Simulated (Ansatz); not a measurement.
For MoS₂ (R3m, No. 160, 3 atoms in the cell; start mp-1434; a measured phase of this formula has another space group), LDA in Ansatz (plane waves, PAW) gives:

```
Item                      Result
------------------  ------------
lattice constant a       3.126 Å
c axis length           17.976 Å
cohesive energy     6.29 eV/atom
band gap                 0.71 eV
```

What does r²SCAN+rVV10 (Ansatz, a first-principles code, PAW) give for the same quantities?


- lattice constant a: 3.175 Å (grows by 1.6 %)
- lattice parameter c: 18.588 Å (rises by 3.4 %)
- cohesive energy: 5.04 eV/atom (drops by 1.25 eV/atom)
- band gap: 1.02 eV (grows by 0.31 eV)

Changes are worked out from the printed values.

Unless a cell is named, each level is at its own relaxed cell (LDA 16.91, r²SCAN+rVV10 18.03 Å³/atom).

Levels without +SOC have no spin–orbit coupling; where heavier elements are present it shifts gaps, mostly down, and can invert bands. Density-functional gaps are differences of (generalised) Kohn–Sham levels.

The crystal itself was run without spin with LDA, r²SCAN+rVV10; a magnetic state was not tried in these runs.

Caveats: the relaxation could not lower the start's symmetry, so the cell can be a saddle point above a distorted one (LDA, r²SCAN+rVV10). Ansatz's density-functional and Hartree–Fock values are scalar-relativistic unless marked +SOC, with PAW data made under PBE.

A start named mp-… is a Materials Project structure, which need not be a measured phase.
